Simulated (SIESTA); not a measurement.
Worked example: self-consistent single point of LaGePd (C2/m, 6 atoms in the cell) in SIESTA.

Method: SIESTA with GGA PBEsol with spin-orbit coupling, numerical atomic orbitals DZP, PseudoDojo PBEsol fully relativistic norm-conserving potentials (rewritten from UPF to PSML).

```
CELL_PARAMETERS angstrom
      5.27341    -2.28443     0.00000
      5.27341     2.28443     0.00000
     -5.27110     0.00000     5.57818
ATOMIC_POSITIONS crystal
  La 0.46648 0.46648 0.70601
  La 0.53352 0.53352 0.29399
  Ge 0.16075 0.16075 0.11074
  Ge 0.83925 0.83925 0.88926
  Pd 0.81438 0.81438 0.27811
  Pd 0.18562 0.18562 0.72189
```

Reference input (self-consistent single point, DFT, GGA PBEsol, numerical atomic orbitals DZP, PseudoDojo PBEsol standard norm-conserving potentials (rewritten from UPF to PSML)): XC.functional = GGA; XC.authors = PBEsol; potentials = PseudoDojo PBEsol standard; PAO.BasisSize = DZP; PAO.EnergyShift = 0.01 Ry; MeshCutoff = 300 Ry; kgrid.MonkhorstPack = 5 5 3; OccupationFunction = MP; OccupationMPOrder = 0; ElectronicTemperature = 1578.21 K; MaxSCFIterations = 150; SCF.Mixer.Method = Pulay. This run's input differs from it in these lines:

```diff
@@ -1,2 +1,2 @@
-# files in the folder: La.psml Ge.psml Pd.psml (PseudoDojo PBEsol standard)
+# files in the folder: La.psml Ge.psml Pd.psml (PseudoDojo PBEsol fully relativistic)
 SystemName  LaGePd
@@ -40,2 +40,11 @@
 ElectronicTemperature        1578.21 K
+Spin                         spin-orbit
+%block DM.InitSpin
+  1 0.00 0.00 0.00
+  2 0.00 0.00 0.00
+  3 0.00 0.00 0.00
+  4 0.00 0.00 0.00
+  5 0.00 0.00 0.00
+  6 0.00 0.00 0.00
+%endblock DM.InitSpin
```

Output, abridged:

```
        iscf     Eharris(eV)        E_KS(eV)     FreeEng(eV)     dDmax    Ef(eV) dHmax(eV)
   scf:    1   -14081.176690   -14102.494387   -14102.520209  0.680888 -4.721997  2.506786
     spin moment: {S} , |S| = {    0.00000   -0.00000    0.00000 }     0.00000
   scf:    2   -14103.240592   -14102.899758   -14102.927529  0.025482 -4.795441  1.848747
     spin moment: {S} , |S| = {    0.00000    0.00000   -0.00000 }     0.00000
   scf:    3   -14103.291147   -14103.102149   -14103.131401  0.026170 -4.849968  1.044654
     spin moment: {S} , |S| = {    0.00000    0.00000   -0.00000 }     0.00000
   [... lines left out ...]
     spin moment: {S} , |S| = {   -0.00000    0.00000   -0.00000 }     0.00000
   scf:    8   -14103.174609   -14103.174700   -14103.204511  0.000121 -4.922635  0.002693
     spin moment: {S} , |S| = {   -0.00000    0.00000    0.00000 }     0.00000
   scf:    9   -14103.174687   -14103.174695   -14103.204512  0.000090 -4.922507  0.001399
     spin moment: {S} , |S| = {   -0.00000    0.00000   -0.00000 }     0.00000
   scf:   10   -14103.174695   -14103.174696   -14103.204512  0.000022 -4.922472  0.000827
     spin moment: {S} , |S| = {    0.00000    0.00000   -0.00000 }     0.00000
SCF Convergence by DM+H criterion
max |DM_out - DM_in|         :     0.0000218761
max |H_out - H_in|      (eV) :     0.0008273269
SCF cycle converged after 10 iterations

Using DM_out to compute the final energy and forces

siesta: E_KS(eV) =           -14103.1747

siesta: E_KS - E_eggbox =    -14103.1747

siesta: Atomic forces (eV/Ang):
     1    0.062010   -0.000000   -0.109418
     2   -0.062010   -0.000000    0.109418
     3    0.191022    0.000000    0.078727
     4   -0.191022   -0.000000   -0.078727
     5    0.166240    0.000000    0.220827
     6   -0.166240   -0.000000   -0.220827
   Tot   -0.000001   -0.000000    0.000000
   Max    0.220827
   Res    0.122431    sqrt( Sum f_i^2 / 3N )
   Max    0.220827    constrained

   [... lines left out ...]
siesta: FreeEng =    -14103.204512
   [... lines left out ...]
siesta:     0.007980    0.000000   -0.000527
siesta:     0.000000    0.019444    0.000000
siesta:    -0.000527    0.000000    0.019571

siesta: Cell volume =        134.397326 Ang**3

siesta: Pressure (static):
siesta:                Solid            Molecule  Units
siesta:          -0.00017061         -0.00015953  Ry/Bohr**3
siesta:          -0.01566491         -0.01464720  eV/Ang**3
siesta:         -25.09794635        -23.46739970  kBar
```

The run converged in 10 iterations. Against the reference run the pressure goes from -2.35 to -2.51 GPa and the largest force goes from 0.263 to 0.276 eV/Å.

The starting cell comes from a database of computed structures (which also holds hypothetical and non-ambient phases and stackings), without a prior relaxation at this level. Values carry the incompleteness of an atom-centred basis.

Cost on one core of a shared machine: roughly 2 min.
